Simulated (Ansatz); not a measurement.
Al on the 1x1 (110) surface of bcc Mo, one in a 2x1 cell, energies for each (14.1 Å²). Energies are against an atom of fcc Al, without zero-point or thermal terms; each row is named by its start.

The numbers are results of PBE (plane waves to 420 eV, PAW; Ansatz, a quantum-chemistry and plane-wave program), not measurements.

Slab: 9 atoms, 6.5 Å thick at the start under the adsorbate (thin: gaps and levels are the slab's own); k 6x12x1, smearing 0.1 eV, dipole-corrected; 4 atoms held, the rest relaxed; each run with such symmetry as its start has; no spin, no spin-orbit, no U, no dispersion correction.

A negative adsorption energy means that the adsorbate is more stable on the surface than in its reference. Starts that drift may end in the same place. Heights count from the host atoms within 0.3 Å of the top one.

```tsv
starting site	E_ads (eV)	height (Å)	nearest host atom (Å)	bonded to	Δ work function (eV)	lateral drift (Å)
top Mo	(withheld)	2.55	Mo 2.60	Mo	(withheld)	0.0
hollow Mo-Mo-Mo	-0.65	2.06	Mo 2.64	4 Mo	-0.31	0.6
bridge Mo-Mo (span 2.7 Å)	-0.43	2.25	Mo 2.65	2 Mo	-0.31	0.0
bridge Mo-Mo (span 3.2 Å)	-0.65	2.06	Mo 2.64	4 Mo	-0.31	0.0
```

**Question.** Fill in the missing entries.

**Answer.** 
- top Mo, E_ads (eV): 0.23
- top Mo, Δ work function (eV): -0.17
